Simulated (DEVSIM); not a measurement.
Structure: abrupt Si p-n junction, at 300 K.

```
layer (left to right)  material  thickness (μm)  Nd (cm⁻³)  Na (cm⁻³)  τn (s)  τp (s)
---------------------  --------  --------------  ---------  ---------  ------  ------
1                            Si           0.220          -     6.3e15  6.1e-7  6.1e-7
2                            Si             250     4.7e14          -  6.1e-7  6.1e-7
```

Left contact: ohmic. Right contact: ohmic. Voltage is applied to the left contact. Recombination: SRH at mid-gap, radiative, Auger. Mobility is constant in doping.

The device is made up for the run: typed textbook-type constants, with dimensions and the other settings drawn at random. Values at 300 K.

```csv
parameter,Si
gap (eV),1.124
affinity (eV),4.05
permittivity,11.7
Nc (cm⁻³),2.86e19
Nv (cm⁻³),3.1e19
μn (cm²/Vs),1417
μp (cm²/Vs),470
B (cm³/s),4.7e-15
Cn (cm⁶/s),2.8e-31
Cp (cm⁶/s),9.9e-32
```

Model (solved in DEVSIM): 1D drift-diffusion, Boltzmann statistics, complete ionisation; no tunnelling, impact ionisation, image-force lowering or self-heating.

Q: Tabulate band edges, carrier densities and field at -5.0 V on the left contact.

A: Energies count from the Fermi level of the right contact; mesh points crowd at the junctions.

| x (μm) | Ec (eV) | Ev (eV) | n (cm⁻³) | p (cm⁻³) | field (V/cm) |
|---|---|---|---|---|---|
| 0.000 | 5.904 | 4.780 | 18000 | 6.3e15 | -8700 |
| 0.03131 | 5.876 | 4.752 | 16000 | 2.1e15 | -9900 |
| 0.09821 | 5.791 | 4.667 | 11000 | 7.8e13 | -16000 |
| 0.1738 | 5.644 | 4.520 | 7500 | 2.7e11 | -23000 |
| 0.2210 | 5.524 | 4.400 | 7200 | 2.6e9 | -28000 |
| 0.2599 | 5.418 | 4.294 | 8200 | 4.3e7 | -27000 |
| 0.3529 | 5.168 | 4.043 | 11000 | 210000 | -27000 |
| 0.7298 | 4.218 | 3.094 | 22000 | 200000 | -24000 |
| 1.506 | 2.586 | 1.462 | 56000 | 180000 | -18000 |
| 3.546 | 0.388 | -0.736 | 8.8e12 | 1000 | -3400 |
| 8.419 | 0.285 | -0.839 | 4.7e14 | 37000 | ≈ 0 |
| 28.17 | 0.285 | -0.839 | 4.7e14 | 150000 | ≈ 0 |
| 71.72 | 0.285 | -0.839 | 4.7e14 | 230000 | ≈ 0 |
| 160.1 | 0.285 | -0.839 | 4.7e14 | 250000 | ≈ 0 |
| 223.7 | 0.285 | -0.839 | 4.7e14 | 250000 | ≈ 0 |
| 239.4 | 0.285 | -0.839 | 4.7e14 | 250000 | ≈ 0 |
| 246.0 | 0.285 | -0.839 | 4.7e14 | 250000 | ≈ 0 |
| 248.5 | 0.285 | -0.839 | 4.7e14 | 250000 | ≈ 0 |
| 249.7 | 0.285 | -0.839 | 4.7e14 | 250000 | ≈ 0 |
| 250.1 | 0.285 | -0.839 | 4.7e14 | 250000 | ≈ 0 |
| 250.2 | 0.285 | -0.839 | 4.7e14 | 250000 | ≈ 0 |
| 250.2 | 0.285 | -0.839 | 4.7e14 | 250000 | ≈ 0 |
